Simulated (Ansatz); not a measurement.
Take ZnSe in the zinc blende structure (space group F-43m, No. 216; a = 5.666 Å) as the base.

All numbers come from DFT with r2SCAN, PAW potentials and a 500 eV plane-wave cutoff in Ansatz (a program for electronic structure), scalar-relativistic without spin-orbit coupling.

Base values:

Density: 5.27 g/cm³
Width of the top valence band: 2.71 eV

It is then changed as follows: cell and atoms relaxed at a pressure of 22.5 GPa.

**Question.** What happens to the density?

**Answer.** The density increases by 1.26 g/cm³ (5.27 g/cm³ → 6.53 g/cm³).

**Question.** What does the calculation give for the width of the top valence band after the change?

**Answer.** The width of the top valence band grows by 1.11 eV to 3.82 eV.

The levels and masses belong to the bands next to the band gap. Load acts through the strain it causes; cell and atoms are relaxed under it. No phonon test of stability was made. Measured, ZnSe leaves this structure (for rock salt) near 13 GPa (temperature not stated; as listed in M. Köfferlein et al., Hyperfine Interactions (1994)).
